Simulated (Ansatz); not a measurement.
**Several settings converged on YSi₂ (P1, 6 atoms in the cell)**

```
CELL_PARAMETERS angstrom
      2.79853    -2.79733     0.00000
      2.79853     2.79733     0.00000
     -2.69519     0.00000     7.29223
ATOMIC_POSITIONS crystal
  Y  0.62884 0.37776 0.75686
  Y  0.37446 0.62554 0.25000
  Si 0.04299 0.79141 0.58513
  Si 0.95701 0.20859 0.41487
  Si 0.20859 0.95701 0.91487
  Si 0.79141 0.04299 0.08513
```

Base method: LDA (PW92), default PAW files made with PBE (plane waves; Ansatz, a first-principles code).

Base settings: basis.ecutwfc = 30.9 Ry; kpoints.mp_grid.grid = 7 7 3; hamiltonian.xc = lda; hamiltonian.pseudopotentials = {kind: paw} (the program's default PAW files); scf.occupations.method = gaussian; scf.occupations.width = 0.0073 Ry.

Core times come from one kind of shared machine, to one figure; runs under 30 s give none.

**The k-point mesh at a smearing width of 0.02 eV**

In this ladder: scf.occupations.width = 0.0015 Ry.

Only quantities that move along the ladder and can be compared are tabulated.

```tsv
kpoints.mp_grid.grid	free energy less the last step's (meV/atom)	pressure (GPa)	largest difference of a force vector from the last step's (eV/Å)
3 3 2	-18.71	-3.58	0.407
4 4 2	-26.46	-3.19	0.265
5 5 3	-0.21	-3.21	0.092
8 8 4	1.48	-3.57	0.055
11 11 6	-0.22	-3.78	0.011
14 14 8	-0.02	-3.56	0.014
20 20 11	0.00	-3.64	0.000
```

Coarsest kpoints.mp_grid.grid that holds the free energy within 2 meV/atom of the last step, with all finer ones: 5 5 3; the step before is off by 26 meV/atom.

Coarsest kpoints.mp_grid.grid that holds the pressure within 0.2 GPa of the last step, with all finer ones: 8 8 4; the step before is off by 0.44 GPa.

Coarsest kpoints.mp_grid.grid that holds the forces within 0.02 eV/Å: not settled: the last two steps still differ by 0.014 eV/Å, over half the tolerance, so the ladder does not show it.

Two neighbours can agree and both be off: 4 4 2 and 5 5 3 differ by 0.02 GPa in the pressure, yet lie about 0.44 GPa from the last step.

**The width of Fermi-Dirac smearing**

In this ladder: kpoints.mp_grid.grid = 12 12 5; scf.occupations.method = fermi_dirac.

Narrow widths need finer meshes than wide ones, so the last steps can hold mesh noise.

Only quantities that move along the ladder and can be compared are tabulated; pressure and forces are left out, as mesh noise rules them at narrow widths.

| scf.occupations.width | free energy less the last step's (meV/atom) | energy extrapolated to zero width less the last step's (meV/atom) | core time / last (rough) |
|---|---|---|---|
| 0.0735 Ry | -783.63 | 46.20 | 1 |
| 0.0367 Ry | -177.00 | 6.53 | 2 |
| 0.022 Ry | -57.35 | 1.87 | 1 |
| 0.0073 Ry | 0.00 | 0.00 | 1 |

Widest scf.occupations.width that holds the free energy within 5 meV/atom: not settled: the last two steps still differ by 57 meV/atom, over half the tolerance, so the ladder does not show it.

Widest scf.occupations.width that holds the energy extrapolated to zero width within 1 meV/atom: not settled: the last two steps still differ by 1.9 meV/atom, over half the tolerance, so the ladder does not show it.

The extrapolation to zero width removes most of the smearing's effect on the energy.

**The width of cold smearing**

In this ladder: kpoints.mp_grid.grid = 12 12 5; scf.occupations.method = cold.

Narrow widths need finer meshes than wide ones, so the last steps can hold mesh noise.

Only quantities that move along the ladder and can be compared are tabulated; pressure and forces are left out, as mesh noise rules them at narrow widths.

```csv
scf.occupations.width,free energy less the last step's (meV/atom),core time / last (rough)
0.0735 Ry,-7.05,1
0.0367 Ry,0.13,1.0
0.022 Ry,0.18,1.0
0.0073 Ry,0.00,1
```

Widest scf.occupations.width that holds the free energy within 0.5 meV/atom of the last step, with all finer ones: 0.0367 Ry; the step before is off by 7.0 meV/atom.

On the base run: the starting cell comes from a database of computed structures (which also holds hypothetical and non-ambient phases and stackings), without a prior relaxation at this level. Its lattice was rescaled by up to half a per cent. One atom was moved a little off its site on purpose. In the base run, with a pressure of about -4 GPa the cell is away from its equilibrium volume at this level. Ansatz's pressure includes its estimate of the finite-basis (Pulay) stress.

Left out of this page: 4 runs of the series outside the window shown, repeating another row's setting, or not comparable.

Keys are those of Ansatz 0.2.
